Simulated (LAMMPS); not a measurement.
Melts of SiO2 (quartz) cooled to 300 K at several rates.

Level of theory: classical MD, pair style vashishta, file SiO.1990.vashishta; code LAMMPS.

```csv
cooling rate (K/s),energy above the crystal,state,density,coordination number of O by Si,rough cost
3e+12,0.139 eV/atom,glass,2.56 g/cm³ (one sample),2.00 (counted to 2.26 Å),2.7 core-hours
1e+13,0.149 eV/atom,glass,2.52 g/cm³ (one sample),2.00 (counted to 2.26 Å),27 core-minutes
1e+14,0.165 eV/atom,glass,2.52 g/cm³ (one sample),1.99 (counted to 2.10 Å),10 core-minutes
```

Costs are rough and include melting and analysis.
